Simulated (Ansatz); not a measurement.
**How the lattice parameter c of WC (model structure, started from the NbAs type, I4₁md, No. 109, 4 atoms in the cell) moves with the method**

No measured value is used here.

```csv
level (code),value (Å)
LDA (Ansatz),9.986
PBE (Ansatz),10.119
PBEsol (Ansatz),10.036
PBE-D3(BJ) (Ansatz),10.050
r²SCAN (Ansatz),10.088
```

Density-functional levels without +SOC have no spin–orbit coupling. LDA, PBE, PBEsol, PBE-D3(BJ), r²SCAN: the run has no spin polarisation, so it can have missed a magnetic state. Cutoffs differ between the levels. Ansatz's density-functional and Hartree–Fock values are scalar-relativistic unless marked +SOC, with PAW data made under PBE.

A model structure was made by putting elements into a prototype or built by hand; it is no filed structure, need not be a known phase, and can be a saddle point held by its symmetry.

Ansatz is a program for electronic structure.
